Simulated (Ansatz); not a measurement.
Level of theory: PBE (plane waves to 420 eV, PAW; Ansatz, a first-principles code).

Electrostatic potential energy of an electron, averaged over planes parallel to the surface, in eV from the Fermi level, for a constructed model of the (000-1) surface of 4H silicon carbide, C-terminated, full C adlayer on top sites (bottom of the slab: 1 H on 1 bottom site):

| z (Å) | V (eV) |
|---|---|
| 3.72 | 4.22 |
| 4.01 | 4.22 |
| 4.30 | 4.22 |
| 4.58 | 4.22 |
| 4.87 | 4.22 |
| 5.16 | 4.22 |
| 5.44 | 4.22 |
| 5.73 | 4.22 |
| 6.02 | 4.21 |
| 6.30 | 4.20 |
| 6.59 | 4.17 |
| 6.88 | 4.11 |
| 7.16 | 3.94 |
| 7.45 | 3.53 |
| 7.73 | 2.43 |
| 8.02 | 0.42 |
| 8.31 | 0.67 |
| 8.59 | 0.08 |
| 8.88 | -3.74 |
| 9.17 | -9.71 |
| 9.45 | -14.02 |
| 9.74 | -16.27 |
| 10.03 | -16.19 |
| 10.31 | -11.63 |
| 10.60 | -5.08 |
| 10.89 | -0.78 |
| 11.17 | -1.14 |
| 11.46 | -5.15 |
| 11.74 | -10.88 |
| 12.03 | -14.65 |
| 12.32 | -16.62 |
| 12.60 | -15.81 |
| 12.89 | -10.55 |
| 13.18 | -4.09 |
| 13.46 | -0.65 |
| 13.75 | -1.64 |
| 14.04 | -6.22 |
| 14.32 | -11.83 |
| 14.61 | -15.20 |
| 14.90 | -16.89 |
| 15.18 | -15.41 |
| 15.47 | -9.70 |
| 15.76 | -3.40 |
| 16.04 | -0.69 |
| 16.33 | -2.24 |
| 16.61 | -7.34 |
| 16.90 | -12.70 |
| 17.19 | -15.41 |
| 17.47 | -16.50 |
| 17.76 | -14.89 |
| 18.05 | -9.52 |
| 18.33 | -3.17 |
| 18.62 | -0.71 |
| 18.91 | -3.80 |
| 19.19 | -6.56 |
| 19.48 | -3.72 |
| 19.77 | 2.20 |
| 20.05 | 5.84 |
| 20.34 | 7.18 |
| 20.62 | 7.70 |
| 20.91 | 7.90 |
| 21.20 | 7.97 |
| 21.48 | 8.00 |
| 21.77 | 8.01 |
| 22.06 | 8.01 |
| 22.34 | 8.01 |
| 22.63 | 8.01 |
| 22.92 | 8.01 |
| 23.20 | 8.01 |
| 23.49 | 8.01 |

Set-up: 10 atoms, 11.3 Å thick at the start with caps and adatoms (thin: gaps and levels are the slab's own); mesh 10x10x1; 0.025 eV smearing; dipole correction on; 2 atoms held, the rest relaxed; start symmetry kept, larger cells not searched; spin-polarised, ending with about 0.1 μB a cell, a value that depends on the mesh; orders that need a larger cell were not tried, no spin-orbit, no U. The slab shows no gap on its mesh. It is one candidate, not shown to be the stable structure of the face.

### Question
The surface cell has an area of 8.29 Å². What dipole along the normal does the step between the two vacuum levels imply?

### Answer
the top vacuum level lies 3.79 eV above the bottom one; p = −ε₀ A ΔV (ε₀ = 0.005526 e/(V·Å)) gives -0.17 e·Å a cell.
